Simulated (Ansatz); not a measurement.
We consider NaF (model structure, started from the wurtzite type, P6₃/mmc, No. 194, 4 atoms in the cell), described by r²SCAN (plane waves, PAW; Ansatz, a program for electronic structure).

Numerical settings: plane-wave cutoff 560 eV, 12×12×8 k mesh (along the axes of the cell as run), Fermi–Dirac smearing 0.01 eV, scalar-relativistic PAW data made under PBE.

The cell is the one relaxed with PBEsol. Conventional cell: a = 3.8922 Å, b = 3.8922 Å, c = 4.5841 Å, α = 90.00°, β = 90.00°, γ = 120.00°.

```xyz
4
Lattice="3.8922 0.0000 0.0000 -1.9461 3.3708 0.0000 0.0000 0.0000 4.5841" Properties=species:S:1:pos:R:3 pbc="T T T"
Na     1.9461     1.1236     0.2870
Na     0.0000     2.2472     2.5791
F      1.9461     1.1236     2.5790
F      0.0000     2.2472     0.2869
```

Q: List the 16 lowest band energies at Γ above −25 eV (eV, relative to the valence band maximum), grouping those that round alike.

A: At Γ: -20.22, -20.01, -19.59, -19.56 (×2), -19.51 (×2), -19.47, -1.08, -0.58 (×2), -0.29 (×2), 0.00, 6.27, 13.53.

Note: the relaxation could raise the start's symmetry but not lower it, so the cell can be a saddle point; cell and atoms aren't relaxed at this level (pressure -0.8 GPa).

A model structure was made by putting elements into a prototype or built by hand; it is no filed structure, need not be a known phase, and can be a saddle point held by its symmetry.
